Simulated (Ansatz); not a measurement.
SnO (model structure, started from the h-BN type, P6₃/mmc, No. 194, 4 atoms in the cell), treated with r²SCAN (Ansatz, a first-principles code, PAW).

Input file:

Ansatz 0.2 input:
```yaml
crystal:
  lattice:
    - [4.1414578597, 0.0, 0.0]
    - [-2.0707289298, 3.5866077152, 0.0]
    - [0.0, 0.0, 5.1939148308]
  atoms:
    - { symbol: Sn, position: [0.3333333333, 0.6666666667, 0.25] }
    - { symbol: Sn, position: [0.6666666667, 0.3333333333, 0.75] }
    - { symbol: O, position: [0.3333333333, 0.6666666667, 0.75] }
    - { symbol: O, position: [0.6666666667, 0.3333333333, 0.25] }
basis:
  ecutwfc: 560
  ecutrho_ratio: 4
  xc_grid: 3
kpoints:
  mp_grid: { grid: [18, 18, 12] }
hamiltonian:
  xc: r2scan
  dispersion: none
  pseudopotentials: { kind: paw }
scf:
  occupations: { method: fermi_dirac, width: 0.05 }
  convergence: { dr2_threshold: 0.0000000004 }
output:
  forces: true
  stress: true
  eigenvalues: true
```

Excerpt of the program's output:

```
Crystal: 4 atoms, lattice volume = 77.149 Å³
Basis set: ecut = 560 eV, 2271 PW (Γ), exchange–correlation on 96×96×135 points (27 copies of the dense FFT grid, shifted against one another)
Bands: 24, of which v1, the nominal top of the filled ones, is band 20 counted from 1 (19 counted from 0)
Symmetry: 24 space group operations
Space group: P63/mmc (ITA 194), of the structure as read, at distance tolerance 4.3e-5 Å
k-points: 259 of 3888
Functional: x = r2scan, c = r2scan; τ floored in thin density (d = 2e-4 eV/Å³)
SCF iter   1: F=—  HF=-13212.088309 eV  |F-HF|=—  |Δ(HF+E_count)|=         —  Δρ=5.78e-3  dr2=1.70e-2  dr2_τ=5.09e-2
SCF iter   2: F=—  HF=-13212.139728 eV  |F-HF|=—  |Δ(HF+E_count)|=   5.14e-2  Δρ=3.41e-3  dr2=7.64e-3  dr2_τ=1.69e-4
  ...
SCF iter   8: F=—  HF=-13212.139248 eV  |F-HF|=—  |Δ(HF+E_count)|=   1.92e-8  Δρ=8.49e-7  dr2=7.41e-10  dr2_τ=8.31e-11
SCF iter   9: F=-13212.139248 eV  HF=-13212.139248 eV  |F-HF|=1.09e-11  |Δ(HF+E_count)|=  3.67e-10  Δρ=1.92e-7  dr2=3.22e-11  dr2_τ=1.34e-12
SCF 1 converged in 9 iterations: F = -13212.139248 eV  dr2 = 3.22e-11
SCF converged after 9 iterations
Free energy (F): -13212.139248 eV
Internal energy: -13212.139221 eV  (E = F + TS)
E sigma→0 (E₀):  -13212.139235 eV
Fermi energy:    9.296092 eV
--- Forces (eV/Å), atoms counted from 1 ---
  atom   1  Sn     0.00000000     0.00000000    -0.00000000
  atom   2  Sn     0.00000000    -0.00000000     0.00000000
  atom   3  O      0.00000000     0.00000000    -0.00000000
  atom   4  O     -0.00000000    -0.00000000     0.00000000
--- Stress (GPa, compression-positive) ---
       -0.714475       0.000000       0.000000
        0.000000      -0.714475       0.000000
        0.000000       0.000000      -0.513813
  P = ⅓ Tr σ = -0.6476 GPa (-6.476 kbar)
```

The PAW data were made under PBE.

Note: the relaxation could raise the start's symmetry but not lower it, so the cell can be a saddle point. Note: cell and atoms aren't relaxed at this level (pressure -0.6 GPa).

A model structure was made by putting elements into a prototype or built by hand; it is no filed structure, need not be a known phase, and can be a saddle point held by its symmetry.
